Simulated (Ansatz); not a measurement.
Base system: ZnS in the zinc blende structure (space group F-43m, No. 216; a = 5.389 Å).

Computed with r2SCAN in Ansatz (plane waves to 500 eV, PAW, scalar-relativistic without spin-orbit coupling).

One change was made to it. Results:

```
quantity                base    after
-------------------  -------  -------
band gap             2.70 eV     zero
lattice parameter a  5.389 Å  5.391 Å
```

**Question.** What was done to the base?
(A) S → P
(B) S → Mo
(C) Zn → Cu

**Answer.** A, S → P. For comparison, the lattice parameter a in the other runs: Zn → Cu gives 5.166 Å; S → Mo gives 5.542 Å.

No phonon test of stability was made. As relaxed here, ZnP and ZnMo are hypothetical phases, not in the database extracts checked. For CuS in this form, whether it has been made was not checked. The final runs are not spin-polarised. An odd electron count without spin: ZnP and CuS. ZnMo has a high density of states at the Fermi level and may be magnetic at this level.

Ansatz is a program for electronic structure.
